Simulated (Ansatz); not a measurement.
Effective masses and thermopower of CdSe under load (space group P6_3mc)

```
CdSe
1.0
    4.26596     0.00000     0.00000
   -2.13298     3.69443     0.00000
    0.00000     0.00000     7.07545
Cd Se
2 2
Direct
  0.33333   0.66667   0.00141
  0.66667   0.33333   0.50141
  0.33333   0.66667   0.37359
  0.66667   0.33333   0.87359
```

Calculation: PBE with spin-orbit coupling, rigid bands (plane waves, PAW; Ansatz, an electronic-structure program). Condition of this run: biaxial stress in the c plane of 0.7 GPa (compression positive) (the target of the relaxation). How the cell was made: cell and atoms relaxed with PBEsol, then loaded as said.

```yaml
band_gap: 0.54 eV
electron conductivity mass (300 K, dilute): 0.078 (x), 0.078 (y), 0.074 (z) mₑ
hole conductivity mass (300 K, dilute): 0.64 (x), 0.64 (y), 1.41 (z) mₑ
effective density of states N_c (300 K): 4.8e17 cm⁻³
effective density of states N_v (300 K): 1.4e19 cm⁻³
density_of_states_mass_electrons: 0.072 mₑ
density_of_states_mass_holes: 0.68 mₑ
Seebeck coefficient, n-type 1e19 cm⁻³, 300 K: -53 μV/K
best n-type power factor at 300 K for τ = 10 fs (best axis; densities from 1e16 to 1e21 cm⁻³ tried, whether or not they can be reached): 1.00 μW/(cm·K²) at 3e18 cm⁻³
Seebeck coefficient, p-type 1e19 cm⁻³, 300 K: 282 μV/K
best p-type power factor at 300 K for τ = 10 fs (best axis; densities from 1e16 to 1e21 cm⁻³ tried, whether or not they can be reached): 5.1 μW/(cm·K²) at 1e20 cm⁻³
```

Rigid bands; masses and Seebeck coefficients take one relaxation time τ for all states and one kind of carrier; polarons and phonon drag are left out. Geometry: cell and atoms relaxed with PBEsol.
